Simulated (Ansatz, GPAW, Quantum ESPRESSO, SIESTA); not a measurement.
**Code comparison for ScCoC2 (P4/nmm, 8 atoms in the cell)**

Self-consistent single point.

```
ScCoC2
1.0
    3.34281     0.00000     0.00000
    0.00000     3.34281     0.00000
    0.00000     0.00000     7.18148
Sc Co C
2 2 4
Cartesian
  1.67141   0.00000   4.69906
  0.00000   1.67141   2.48242
  1.67141   1.67141   0.00000
  0.00000   0.00000   0.00000
  0.00000   1.67141   6.10519
  1.67141   0.00000   1.07629
  1.67141   0.00000   2.48982
  0.00000   1.67141   4.69166
```

Shared settings, as Ansatz (a program for electronic structure) writes them: kpoints.mp_grid.grid = 8 8 4; scf.occupations.method = gaussian; scf.occupations.width = 0.136 eV. Potentials and cutoffs stand in the table.

| code | model | pressure (GPa) | largest force (eV/Å) | cutoff |
|---|---|---|---|---|
| Ansatz | LDA (PW92), PAW files made with PBE | -10.85 | 0.157 | default |
| Quantum ESPRESSO | LDA (PZ), GBRV 1.5 ultrasoft (LDA) pseudopotentials | -10.66 | 0.149 | 50 Ry |
| SIESTA | LDA PW92, numerical atomic orbitals DZP, PseudoDojo LDA standard norm-conserving potentials (rewritten from UPF to PSML) | -10.02 | 0.964 | grid 400 Ry |
| GPAW | LDA (Perdew-Wang 92), GPAW PAW datasets LDA (gpaw-data 1.0.1) | – | 0.113 | 900 eV |

Size of the force on each atom (eV/Å): Sizes of forces hide their directions.

```json
[
 {"code": "Ansatz", "Sc1": "0.097", "Sc2": "0.097", "Co3": "0.000", "Co4": "0.000", "C5": "0.104", "C6": "0.104", "C7": "0.157", "C8": "0.157"},
 {"code": "Quantum ESPRESSO", "Sc1": "0.095", "Sc2": "0.095", "Co3": "0.000", "Co4": "0.000", "C5": "0.149", "C6": "0.149", "C7": "0.107", "C8": "0.107"},
 {"code": "SIESTA", "Sc1": "0.212", "Sc2": "0.212", "Co3": "0.000", "Co4": "0.000", "C5": "0.964", "C6": "0.964", "C7": "0.724", "C8": "0.724"},
 {"code": "GPAW", "Sc1": "0.113", "Sc2": "0.113", "Co3": "0.000", "Co4": "0.000", "C5": "0.031", "C6": "0.031", "C7": "0.109", "C8": "0.109"}
]
```

A dash marks a value that a program does not give, or that is left out as unsure.

On Ansatz's run: spin polarisation is off.

The spread over the programs that give each value: pressure within 0.83 GPa; largest force within 0.851 eV/Å.

SIESTA uses small atom-centred bases, whose incompleteness enters pressures, forces and empty levels differently from a plane-wave cutoff. Ansatz's pressure is given at a fixed set of plane waves, as the other plane-wave codes print theirs; with its correction for the finite basis it is -10.61 GPa (the shift of 0.24 GPa shows how far the cutoff is from converged). The pressure of GPAW is left out: its cutoff lies under the one at which its stress was checked. The same LDA comes in different parametrisations, which differ slightly. In the force vectors, SIESTA (by 0.861) lies more than 0.08 eV/Å from the median of the plane-wave programs.

The starting cell comes from a database of computed structures (which also holds hypothetical and non-ambient phases and stackings), without a prior relaxation at this level.

Keys are those of Ansatz 0.2.
